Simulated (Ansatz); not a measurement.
Ta₃N₅ (Cmcm, No. 63) was calculated with r²SCAN (Ansatz, an electronic-structure program, PAW).

Numerical settings: plane-wave cutoff 560 eV, 10×10×4 k mesh (along the axes of the cell as run), Fermi–Dirac smearing 0.01 eV, scalar-relativistic PAW data made under PBE.

Cell (relaxed at this level):

```xyz
16
Lattice="1.9365 -5.1292 0.0000 1.9365 5.1292 0.0000 0.0000 0.0000 10.2944" Properties=species:S:1:pos:R:3 pbc="T T T"
Ta     1.9365     3.1115     7.7208
Ta     1.9365    -3.1115     2.5736
Ta     1.9365    -3.7604     9.6768
Ta     1.9365     3.7604     0.6175
Ta     1.9365     3.7604     4.5297
Ta     1.9365    -3.7604     5.7647
N      1.9365     4.6471     9.0721
N      1.9365    -4.6471     1.2223
N      1.9365    -4.6471     3.9249
N      1.9365     4.6471     6.3695
N      1.9365    -1.9706     0.7623
N      1.9365     1.9706     9.5320
N      1.9365     1.9706     5.9095
N      1.9365    -1.9706     4.3849
N      1.9365     2.6975     2.5736
N      1.9365    -2.6975     7.7208
```

Task: Estimate the band gap, smallest direct gap on the k points sampled and Γ–Γ gap that the calculation returns.

Result: 
- band gap = 1.60 eV
- smallest direct gap on the k points sampled = 1.86 eV
- Γ–Γ gap = 1.90 eV

Measured, for comparison: band gap 2.18 eV (temperature not stated, no zero-point or thermal correction, indirect, Tauc analysis with phonon absorption and emission, films; as tabulated in Eichhorn et al. (2021), doi:10.1039/d1ta05282a).

Spin–orbit coupling is not included.

The computed numbers hold no vibrational or temperature effects.
